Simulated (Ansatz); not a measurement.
The reference is TiC in the rock salt structure (space group Fm-3m, No. 225; a = 4.328 Å; relaxed with 0.1 eV smearing). Axes: x, y, z lie along the cube axes.

All numbers come from Ansatz (a quantum-chemistry and plane-wave program) r2SCAN, no spin-orbit coupling.

Modification: biaxial strain −0.50 %, plane normal [001], relaxed out of plane (Cartesian); in-plane vectors clamped, the third vector and the atoms free.

How does this affect the in-plane stress?

The mean in-plane stress (compression positive) is +3.1 GPa.

Predict the new energy relative to the base.

The energy increases by 1.0 meV/atom.

Stability against distortions was not tested. The final runs are not spin-polarised.
